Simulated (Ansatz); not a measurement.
# YSiNO2 (model structure, P4/mmm, No. 123, 5 atoms in the cell): properties by level of theory

| level (code) | lattice constant a (Å) | c axis length (Å) | bulk modulus B0 (GPa) | cohesive energy (eV/atom) | band gap (eV) |
|---|---|---|---|---|---|
| LDA (Ansatz) | 3.545 | 3.655 | ___ | 7.46 | ___ |
| PBEsol (Ansatz) | 3.575 | 3.685 | 255 | ___ | 1.51 |
| r²SCAN (Ansatz) | 3.578 | 3.696 | 264 | ___ | ___ |

Complete the blanks.


- LDA (Ansatz, a first-principles code), bulk modulus B0 (GPa): 272
- LDA (Ansatz), band gap (eV): 1.47
- PBEsol (Ansatz), cohesive energy (eV/atom): 6.78
- r²SCAN (Ansatz), cohesive energy (eV/atom): 6.37
- r²SCAN (Ansatz), band gap (eV): 2.08

Computed values are for a static lattice. Levels without +SOC have no spin–orbit coupling; where heavier elements are present it shifts gaps, mostly down, and can invert bands.  Each level is taken at its own relaxed cell. Cutoffs differ between the levels. Ansatz's density-functional and Hartree–Fock values are scalar-relativistic unless marked +SOC, with PAW data made under PBE.

Caveats: the bulk modulus is −V dP/dV from two relaxed cells at ±2 % in volume (LDA, PBEsol, r²SCAN). Ansatz's density-functional and Hartree–Fock values are scalar-relativistic unless marked +SOC, with PAW data made under PBE.

Free atoms are spin-polarised, in the lowest state found; at levels without +SOC their spin–orbit coupling is left out.

Computed values are for the static lattice.

A model structure was made by putting elements into a prototype or built by hand; it is no filed structure, need not be a known phase, and can be a saddle point held by its symmetry.
